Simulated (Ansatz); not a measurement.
Levels about the gap of amorphous Te₂₀Se₅O₃₀ (55 atoms in a cell of 1252 Å³, 4.55 g/cm³; zone centre alone, so wide bands show as single levels with stretches between that a denser mesh fills), at the geometry that PBE relaxed, where it gives 0.0 GPa on a denser mesh. The participation number counts the atoms over which a state spreads; weights are charges in smoothed Voronoi cells. The levels come from a single point, so bond lengths are those of that geometry. Method of the levels: PBE, scalar-relativistic without spin-orbit coupling (Ansatz, a program for electronic structure). Sampling: the zone centre alone; Fermi-Dirac width 0.02 eV; no spin polarisation. At PBE the levels at the filled edge of the gap are localised (band-tail or defect states).

It comes from a melt-quench run on a machine-learned potential (CHGNet), relaxed afterwards by DFT. O atoms were pushed apart under 1.9 Å during the dynamics, to hinder bonds among them. The hot cell started wider than the set density and was brought back towards it in steps. It is the lowest in DFT energy of 2 quenches. It is a model cell: composition and starting density were chosen by hand, and all elements were melted together. No dispersion term was used. Its density started from a set value of 5.71 and ended at 4.55 g/cm³. The simulated quench (nominally 190 K/ps over its main leg) is rapid and tends to freeze in more defects than a deposited or slowly cooled glass has. Values belong to this one cell and scatter from quench to quench. The volume was free in the relaxation, at fixed shape. On a 2×2×2 Γ-centred mesh force components of up to 0.12 eV/Å stay, since the relaxation ran on the zone centre alone.

```json
[
 {"E - E(highest filled), eV": "-0.81", "filling": "filled", "participation number": "4.2", "largest on": "Se, 2 neighbours", "weight Se": "0.69", "weight Te": "0.11", "weight O": "0.20"},
 {"E - E(highest filled), eV": "-0.64", "filling": "filled", "participation number": "9.1", "largest on": "Se, 1 neighbours", "weight Se": "0.60", "weight Te": "0.21", "weight O": "0.18"},
 {"E - E(highest filled), eV": "-0.57", "filling": "filled", "participation number": "12.8", "largest on": "Se, 2 neighbours", "weight Se": "0.50", "weight Te": "0.28", "weight O": "0.22"},
 {"E - E(highest filled), eV": "-0.23", "filling": "filled", "participation number": "9.1", "largest on": "Te, 2 neighbours", "weight Se": "0.26", "weight Te": "0.50", "weight O": "0.24"},
 {"E - E(highest filled), eV": "-0.14", "filling": "filled", "participation number": "9.3", "largest on": "Te, 2 neighbours", "weight Se": "0.41", "weight Te": "0.44", "weight O": "0.15"},
 {"E - E(highest filled), eV": "-0.11", "filling": "filled", "participation number": "8.6", "largest on": "Se, 2 neighbours", "weight Se": "0.43", "weight Te": "0.43", "weight O": "0.14"},
 {"E - E(highest filled), eV": "0.00", "filling": "filled", "participation number": "3.1", "largest on": "Te, 2 neighbours", "weight Se": "0.14", "weight Te": "0.66", "weight O": "0.20"},
 {"E - E(highest filled), eV": "1.27", "filling": "empty", "participation number": "10.3", "largest on": "Te, 2 neighbours", "weight Se": "0.30", "weight Te": "0.54", "weight O": "0.17"},
 {"E - E(highest filled), eV": "1.63", "filling": "empty", "participation number": "18.4", "largest on": "Te, 2 neighbours", "weight Se": "0.21", "weight Te": "0.53", "weight O": "0.26"},
 {"E - E(highest filled), eV": "1.81", "filling": "empty", "participation number": "29.8", "largest on": "Te, 2 neighbours", "weight Se": "0.10", "weight Te": "0.56", "weight O": "0.34"},
 {"E - E(highest filled), eV": "1.84", "filling": "empty", "participation number": "21.4", "largest on": "Te, 3 neighbours", "weight Se": "0.09", "weight Te": "0.59", "weight O": "0.33"},
 {"E - E(highest filled), eV": "1.89", "filling": "empty", "participation number": "19.2", "largest on": "Te, 2 neighbours", "weight Se": "0.06", "weight Te": "0.60", "weight O": "0.33"},
 {"E - E(highest filled), eV": "2.05", "filling": "empty", "participation number": "23.3", "largest on": "Te, 4 neighbours", "weight Se": "0.09", "weight Te": "0.55", "weight O": "0.36"},
 {"E - E(highest filled), eV": "2.13", "filling": "empty", "participation number": "32.4", "largest on": "Te, 2 neighbours", "weight Se": "0.14", "weight Te": "0.53", "weight O": "0.33"}
]
```

Most localised among these is the filled level at +0.00 eV, on a Te atom, which has 2 neighbours (O 2.05 Å, Te 2.68 Å).
